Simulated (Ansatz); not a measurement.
## WS2: pressure series

The parent structure is WS₂ in the 2H-MoS2 type structure (space group P6_3/mmc, No. 194; a = 3.1543 Å, c = 12.1409 Å; layered, stacked along the Cartesian z axis).

Cell and atoms are relaxed at each pressure.

Levels (all Ansatz, a program for electronic structure, PAW, earlier PAW set): PBE-D3(BJ) (420 eV, no SOC); PBEsol-D3(BJ) (420 eV, no spin-orbit coupling).

The base cell above is that of PBE-D3(BJ); each level relaxes its own structures.

```csv
case,"lattice parameter a, PBE-D3(BJ)","lattice parameter a, PBEsol-D3(BJ)"
pressure −2 GPa,3.174 Å,3.132 Å
pressure −1 GPa,3.163 Å,3.123 Å
pressure 0.9 GPa,3.147 Å,3.108 Å
pressure 2.1 GPa,3.137 Å,3.099 Å
pressure 4.5 GPa,3.119 Å,3.082 Å
pressure 9 GPa,3.088 Å,3.053 Å
pressure 15 GPa,3.052 Å,3.020 Å
pressure 22.5 GPa,3.013 Å,2.982 Å
pressure 30 GPa,2.978 Å,2.949 Å
```

PBE-D3(BJ) lies above PBEsol-D3(BJ) in every row, by 0.029 Å to 0.042 Å. They put the cases in the same order.

A case with no gap was solved on a k-mesh chosen for an insulator, which is coarse for it. Load acts through the strain it causes; cell and atoms are relaxed under it. Whether these cells are dynamically stable was not tested. Competing high-pressure phases were not computed. The final runs are not spin-polarised.
